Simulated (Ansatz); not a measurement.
## Al on the Ga site (Al_Ga) in zinc-blende GaSb

These are PBE, PAW (plane waves to 420 eV; Ansatz, a program for electronic structure) values and carry that method's errors. Details: 64-site cell; 2×2×2 shifted k-points; start: the Ga site; no spin–orbit coupling; the functional closes the host's gap; finite-size errors of tenths of an eV.

Neighbours after relaxation, in Å: of the Al atom: Sb 2.69, Sb 2.69, Sb 2.69, Sb 2.69.

```tsv
charge	moment (μB)	largest move off a lattice site (Å)
0	not spin-polarised	0.00
```
